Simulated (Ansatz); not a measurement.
Consider Cu-vacancy pair (Cu on one host Al site, one Al site vacant) in fcc Al, neutral cell. Method: PBE, PAW (plane waves to 420 eV; Ansatz, a first-principles code).

Settings: 32 host sites, the relaxed PBE lattice, a 4×4×4 k-point mesh shifted by half a step, smearing 0.10 eV, spin-restricted, no image-charge correction. Energies are static. Forms of the defect that were not tried may lie lower.

Barriers: single points on a 6×6×6 k-point mesh shifted by half a step at the bands' geometries.

The step: the Cu atom itself jumps into the vacancy (Cu-vacancy distance between ideal sites 2.86 Å throughout); the atom moves 2.97 Å along (0.00, 0.52, 0.52) of the unit cell; the moving atom starts with neighbours 2 Al at 2.79, 7 Al at 2.80, 2 Al at 2.82 Å and ends with 2 Al at 2.79, 7 Al at 2.80, 2 Al at 2.82 Å.

Task: Estimate the migration barrier of this step that PBE, PAW returns for this input.

Result: 0.50 eV, the same both ways. At the saddle the moving atom has neighbours 2 Al at 2.48, 2 Al at 2.54, 2 Al at 2.93 Å. The saddle point's order was not checked, and it lies on a symmetry element of the cell, where a band can be held.
